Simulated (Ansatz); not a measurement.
The starting structures come from a database of crystals and need not be the phases stable at ambient conditions.

Input:

```
CELL_PARAMETERS angstrom
      6.27687     0.00000     0.00000
      3.13843    10.29048     0.00000
      3.13843     0.95717     5.35099
ATOMIC_POSITIONS crystal
  Cs 0.78054 0.65839 0.78054
  Cs 0.21946 0.34161 0.21946
  Cs 0.37186 0.88441 0.37186
  Cs 0.62814 0.11559 0.62814
  Na 0.09790 0.70630 0.09790
  Na 0.90210 0.29370 0.90210
  Al 0.00000 0.00000 0.00000
  Al 0.50000 0.50000 0.50000
  F  0.67530 0.39559 0.67530
  F  0.32470 0.60441 0.32470
  F  0.25381 0.39559 0.67530
  F  0.74619 0.60441 0.32470
  F  0.67530 0.39559 0.25381
  F  0.32470 0.60441 0.74619
  F  0.89982 0.89149 0.89982
  F  0.10018 0.10851 0.10018
  F  0.30887 0.89149 0.89982
  F  0.69113 0.10851 0.10018
  F  0.89982 0.89149 0.30887
  F  0.10018 0.10851 0.69113
```

Space group of this cell: R-3m. The cell is taken as given; by r2SCAN its mean pressure is -2.8 GPa.

Transport runs along the normal of the first two printed cell vectors, the (101) plane of the conventional cell.

The gap is the functional's own, uncorrected, and κ follows it; spin-orbit coupling is left out. Mid-gap values are interpolated between the computed energies.

**Question.** Estimate the band gap and the smallest decay constant κ at mid-gap that r2SCAN (Ansatz, an electronic-structure program) returns for this system.

**Answer.** Gap 7.59 eV on a 6×6×6 mesh; κ = 0.507 1/Å, at the zone centre.
